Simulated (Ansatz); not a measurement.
The parent structure is SnO in the litharge type structure (space group P4/nmm, No. 129; layered, stacked along the Cartesian z axis).

```
SnO
1.0
    3.83710     0.00000     0.00000
    0.00000     3.83710     0.00000
    0.00000     0.00000     4.75861
Sn O
2 2
Cartesian
  1.91855   0.00000   1.15843
  0.00000   1.91855   3.60018
  0.00000   0.00000   0.00000
  1.91855   1.91855   0.00000
```

Level of theory: PBE-D3(BJ)/PAW in Ansatz (an electronic-structure program), no spin-orbit coupling.

Before the change:

| Property | Value |
|---|---|
| Volume per atom | 17.52 Å³ |
| Band gap | zero |

Modification: a hydrostatic pressure of 60 GPa.

Question: How does this affect the volume per atom and band gap?

Answer: The volume per atom decreases by 6.102 Å³ to 11.41 Å³; the band gap remains zero.

Load acts through the strain it causes; cell and atoms are relaxed under it. Stability against distortions was not tested. No other phases were tried under pressure. The final runs are not spin-polarised. The zero or small gap of SnO can change with the level of theory.
